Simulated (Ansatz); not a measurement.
The starting structures come from a database of crystals and need not be the phases stable at ambient conditions.

 Where the default PAW files enter, the runs use the earlier of Ansatz's two default sets.

The decay constant κ of evanescent states in the gap governs leakage through a thin film.

```yaml
crystal:
  lattice:
    - [4.12475, 0.00000, 0.00000]
    - [0.00000, 4.12475, 0.00000]
    - [0.00000, 0.00000, 4.20893]
  atoms:
    - { symbol: Zr, position: [0.00000, 0.00000, 0.00000] }
    - { symbol: Pb, position: [0.50000, 0.50000, 0.50000] }
    - { symbol: O, position: [0.50000, 0.00000, 0.00000] }
    - { symbol: O, position: [0.00000, 0.50000, 0.00000] }
    - { symbol: O, position: [0.00000, 0.00000, 0.50000] }
```

Space group of this cell: P4/mmm. The cell is strained (lengths across the current scaled by 0.98, ions clamped); by r2SCAN its mean pressure is 0.9 GPa.

Transport runs along the normal of the first two printed cell vectors, the (001) (indices of the unstrained crystal) plane of the conventional cell.

The gap is the functional's own, uncorrected, and κ follows it; spin-orbit coupling is left out. Mid-gap values are interpolated between the computed energies.

Predict the band gap and the smallest decay constant κ at mid-gap from r2SCAN run with Ansatz (a program for electronic structure).

Gap 2.80 eV on a 8×8×8 mesh; κ = 0.217 1/Å, at the zone centre.
